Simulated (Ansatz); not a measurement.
The starting structures come from a database of crystals and need not be the phases stable at ambient conditions.

Inside the gap of an insulator the Bloch states are evanescent, with a wavenumber k + iκ along the transport direction.

Here is the system:

```
AgVO3
1.0
    5.47179     0.00000     0.00000
   -1.12334     7.13209     0.00000
    1.12334    -0.26900     7.12701
V Ag O
4 4 12
Direct
  0.28330   0.10874   0.72080
  0.71670   0.89126   0.27920
  0.21670   0.72080   0.10874
  0.78330   0.27920   0.89126
  0.25000   0.23237   0.23237
  0.75000   0.76763   0.76763
  0.75000   0.41182   0.41182
  0.25000   0.58818   0.58818
  0.34950   0.64180   0.90210
  0.65050   0.35820   0.09790
  0.15050   0.90210   0.64180
  0.84950   0.09790   0.35820
  0.42889   0.91198   0.19522
  0.57111   0.08802   0.80478
  0.07111   0.19522   0.91198
  0.92889   0.80478   0.08802
  0.34311   0.26630   0.55182
  0.65689   0.73370   0.44818
  0.15689   0.55182   0.26630
  0.84311   0.44818   0.73370
```

Space group of this cell: C2/c. The cell is taken as given; by r2SCAN its mean pressure is -1.7 GPa.

Transport runs along the normal of the first two printed cell vectors.

The gap is the functional's own. No spin-orbit coupling. Mid-gap values are interpolated on the energy grid.

**Question.** Predict the band gap and the smallest decay constant κ at mid-gap from r2SCAN in Ansatz (a first-principles code).

**Answer.** Gap 1.91 eV on a 6×4×4 mesh; κ = 0.430 1/Å, at the zone centre.
